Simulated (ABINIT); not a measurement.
ABINIT run on SrB6 (Pm-3m, 7 atoms in the cell): self-consistent single point.

Method of the run: PBEsol, spin-orbit coupling, PAW (JTH v2.0 PBE PAW, files made for PBE) (plane waves; ABINIT).

```
SrB6
1.0
    4.19021     0.00000     0.00000
    0.00000     4.19021     0.00000
    0.00000     0.00000     4.19021
Sr B
1 6
Direct
  0.00000   0.00000   0.00000
  0.20314   0.50000   0.50000
  0.79686   0.50000   0.50000
  0.50000   0.20314   0.50000
  0.50000   0.79686   0.50000
  0.50000   0.50000   0.20314
  0.50000   0.50000   0.79686
```

Reference input (self-consistent single point, DFT, PBEsol, plane waves, PAW (JTH v2.0 PBE PAW, files made for PBE)): pseudos = [Sr.GGA_PBE-JTH.xml, B.GGA_PBE-JTH.xml]; ecut = 40 Ry; pawecutdg = 80 Ry; pawxcdev = 0; ixc = -116133; occopt = 3; tsmear = 0.05 eV; ngkpt = 5 5 5; nshiftk = 1; shiftk = 0 0 0; potentials = JTH v2.0 PBE PAW; nband = 19. This run's input differs from it in these lines:

```diff
@@ -25,6 +25,8 @@
 ixc -116133
+nspinor 2
+nspden 1
 occopt 3
 tsmear 0.05 eV
-nband 19
-kptopt 1
+nband 44
+kptopt 4
 ngkpt 5 5 5
```

Log, with long lists cut:

```
--- !BeginCycle
solver: {iscf: 17, nstep: 100, nline: 4, wfoptalg: 10, }
tolerances: {tolvrs: 1.00E-10, }
...

     iter   Etot(hartree)      deltaE(h)  residm     nres2
 ETOT  1  -48.388992287357    -4.839E+01 5.870E-02 1.771E+01
 ETOT  2  -48.294679501833     9.431E-02 9.045E-03 2.072E+00
 ETOT  3  -48.269766867534     2.491E-02 6.198E-03 2.225E-01
 ETOT  4  -48.268518688037     1.248E-03 8.420E-03 3.557E-02
 ETOT  5  -48.268501672539     1.702E-05 1.700E-03 1.498E-03
   [... 3 lines left out ...]
 ETOT  9  -48.268501996420    -2.006E-09 5.093E-04 1.778E-07
 ETOT 10  -48.268501995291     1.129E-09 2.688E-04 7.014E-09
 ETOT 11  -48.268501995316    -2.488E-11 5.067E-04 5.983E-10
 ETOT 12  -48.268501995318    -1.485E-12 1.963E-04 6.021E-11
 At SCF step   12       nres2   =  6.02E-11 < tolvrs=  1.00E-10 =>converged.

 Cartesian components of stress tensor (hartree/bohr^3)
  sigma(1 1)=  6.33349457E-05  sigma(3 2)=  0.00000000E+00
  sigma(2 2)=  6.33349457E-05  sigma(3 1)=  0.00000000E+00
  sigma(3 3)=  6.33349457E-05  sigma(2 1)=  0.00000000E+00

 ----iterations are completed or convergence reached----

 reduced coordinates (array xred) for    7 atoms
       0.000000000000      0.000000000000      0.000000000000
       0.203140000000      0.500000000000      0.500000000000
       0.796860000000      0.500000000000      0.500000000000
       0.500000000000      0.203140000000      0.500000000000
       0.500000000000      0.796860000000      0.500000000000
       0.500000000000      0.500000000000      0.203140000000
   [... lines left out ...]
 Fermi (or HOMO) energy (hartree) =   0.22563   Average Vxc (hartree)=  -0.39904
   [... lines left out ...]
'-kT*entropy'       : -2.44473259770905E-04
total_energy        : -4.82685013132221E+01
total_energy_eV     : -1.31345271758100E+03
...

-Cartesian components of stress tensor (GPa)         [Pressure= -1.8634E+00 GPa]
- sigma(1 1)=  1.86337812E+00  sigma(3 2)=  0.00000000E+00
- sigma(2 2)=  1.86337812E+00  sigma(3 1)=  0.00000000E+00
- sigma(3 3)=  1.86337812E+00  sigma(2 1)=  0.00000000E+00

 Calculation completed.
```

The run converged in 12 iterations. Against the reference run the pressure stays at -1.86 GPa and the largest force stays at 0.082 eV/Å.

The starting cell comes from a database of computed structures (which also holds hypothetical and non-ambient phases and stackings), without a prior relaxation at this level. The potentials were made for another functional than the one used.

Cost on one core of a shared machine: roughly 80 s.
